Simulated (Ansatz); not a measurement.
# CuGaSe2: band gap against strain

CuGaSe2 (chalcopyrite, I-42d, 20.787 Å³/atom and stress up to 0.01 GPa in the relaxed cell, c along z) under an equal strain ε along all three axes. LDA in Ansatz, a plane-wave DFT program (PAW, default set), 420 eV, 9×9×9 Γ-centred mesh, Fermi-Dirac smearing 0.05 eV; ions are relaxed, or left where forces stay under 0.02 eV/Å, within the symmetry of each cell. Gaps are the smallest over the k-mesh and a band path, without spin-orbit coupling; in all rows the valence edge lies at Γ and the conduction edge at Γ.

Here s stands for strain and Eg for gap.

```csv
strain (%),gap (eV)
-3.00,?
-2.25,0.486
-1.50,0.376
-0.75,0.272
0.00,0.171
```

### Question
Using a straight line, estimate the missing Eg at s = -3.00 from the other rows, showing the fit.

### Answer
Means: s -1.1250, Eg 0.3262. About the means, the sum of products is -0.39337 and the sum of squares of s is 2.8125; the slope is their ratio. Least squares gives Eg = 0.1689 - 0.13987·s. Residuals (row less fit): 0.0024, -0.0027, -0.0018, 0.0021; standard error 0.0032 (degrees of freedom: 2). Over these rows the gap moves by -14.0 ± 0.2 eV per unit strain, or -4.7 eV per unit of ln V. At the withheld row, Eg = 0.1689 - 0.13987 × (-3.00) = 0.5885 eV. The calculation gives 0.600 eV, 0.0115 eV above the prediction (2.7 % of the range of Eg in the table). The row lies outside the fitted rows, so this is an extrapolation. From the scatter of the fitted rows alone, a prediction at this place has a standard error of 0.0051 eV, so the miss is 2.3 times that.

Other structures, which can take over under pressure, weren't tried. Spin-orbit coupling is left out, which can shift this property for GaCuSe2. Rows are the converged runs of the series near zero and its far end; series whose fitted rows scatter by over a few per cent of the range, as at a crossing or softening among them, aren't shown in this form, nor equations of state whose B0' disagrees with the runs' pressures. Most that stay on the fit to the last digits aren't either.
